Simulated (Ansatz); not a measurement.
Abridged Ansatz (a quantum-chemistry and plane-wave program) output:

```
Relaxation: its limit of steps is 50 (relax.max_steps)
Pseudopotential: Au, paw, valence charge 19
Crystal: 1 atoms, lattice volume = 16.378 Å³
Basis set: ecut = 420 eV, 331 PW (Γ), exchange–correlation on 40×40×40 points (8 copies of the dense FFT grid, shifted against one another)
Bands: 14, of which v1, the nominal top of the filled ones, is band 10 counted from 1 (9 counted from 0)
Symmetry: 12 space group operations
k-points: 2045 of 21952
Functional: x = pbesol(κ = 0.804, μ = 0.12345679012345678), c = pbesol(β = 0.046)
SCF iter   1: F=—  HF=-13007.086881 eV  |F-HF|=—  |Δ(HF+E_count)|=         —  Δρ=6.44e-3  dr2=6.17e-3  ethr=1.77e-3  ⟨swp⟩=4.7  Hψ=144550  notcnv=0
SCF iter   2: F=—  HF=-13007.085399 eV  |F-HF|=—  |Δ(HF+E_count)|=   1.48e-3  Δρ=2.85e-3  dr2=1.14e-3  ethr=3.25e-5  ⟨swp⟩=1.0  Hψ=45019  notcnv=0
SCF 1 converged in 6 iterations: F = -13007.085084 eV  dr2 = 1.25e-11
relax step   1: F+E_penalty+E_count = -13007.08508358 eV  Δ(F+E_penalty+E_count) = +0.000e0 eV  max|allowed force component| = 0.000e0 eV/Å  Δτ_max = 0.0000 Å  P = +7.743 GPa  Ω = 16.378 Å³  fix = [a, b, gamma]  reactions: a +9.057, b +9.057 GPa  (6 SCF iters, dr2 threshold 1.00e-7 eV, accepted)
[... steps on the carried basis left out ...]
relax step   6: F+E_penalty+E_count = -13007.09083366 eV  Δ(F+E_penalty+E_count) = -3.758e-7 eV  max|allowed force component| = 0.000e0 eV/Å  Δτ_max = 0.0000 Å  P = +3.556 GPa  Ω = 16.753 Å³  energy of the carried Pulay correction = +3.245e-7 eV  fix = [a, b, gamma]  reactions: a +5.334, b +5.334 GPa  (3 SCF iters, dr2 threshold 4.98e-10 eV, accepted)
Crystal: 1 atoms, lattice volume = 16.753 Å³
SCF iter   1: F=—  HF=-13007.090834 eV  |F-HF|=—  |Δ(HF+E_count)|=         —  Δρ=1.30e-6  dr2=1.10e-10  ethr=2.82e-9  ⟨swp⟩=3.7  Hψ=234436  notcnv=0
SCF iter   2: F=—  HF=-13007.090833 eV  |F-HF|=—  |Δ(HF+E_count)|=   1.76e-7  Δρ=6.11e-7  dr2=1.83e-11  ethr=5.78e-13 (applied; sched 1.00e-12)  ⟨swp⟩=2.1  Hψ=47888  notcnv=0
SCF 7 converged in 4 iterations: F = -13007.090833 eV  dr2 = 5.10e-14
SCF converged after 4 iterations
Free energy (F): -13007.090833 eV
Internal energy: -13007.081346 eV  (E = F + TS)
E sigma→0 (E₀):  -13007.086090 eV
Entropy (-TS):   -0.009487 eV (-9.487 meV/atom)
Fermi energy:    20.948083 eV
--- Forces (eV/Å), atoms counted from 1 ---
  atom   1  Au     0.00000000     0.00000000     0.00000000
--- Stress (GPa, compression-positive) ---
        5.333716      -0.000000      -0.000000
        0.000000       5.333716      -0.000000
       -0.000000      -0.000000      -0.000261
  P = ⅓ Tr σ = 3.5557 GPa (35.557 kbar)
--- Relaxed structure (5 steps of the walk, 5 accepted, 2 SCFs on fresh bases) ---
  cell:  # Å, volume = 16.7531 Å³
    - [2.814917418405941, -3.453935129729398e-40, 2.411855047567098e-51]
    - [1.4074587092029704, 2.437789993894855, -1.7022922637720344e-11]
    - [1.4074587092029704, -0.8125966646145704, 2.4413656852315326]
  atoms:
    - { symbol: Au, position: [0.0, 0.0, 0.0] }
```

**Question.** What was computed, and what are the main results?

**Answer.** Au, 1 atom in the cell, with plane-wave PAW DFT at the PBEsol level (Ansatz, 420 eV), scalar-relativistic without spin-orbit coupling. The last SCF converged to F = -13007.090833 eV, or -13007.0908 eV per atom, at a pressure of 3.56 GPa. The total energy compares only with runs of the same code, potentials and settings.

The cells carry an imposed strain or load. Whether these cells are dynamically stable was not tested. The cell was made from Au in the fcc (Cu type) structure (space group Fm-3m, No. 225) by this change: biaxial strain −2.50 %, plane normal [111], relaxed out of plane.

Keys are those of Ansatz 0.2.
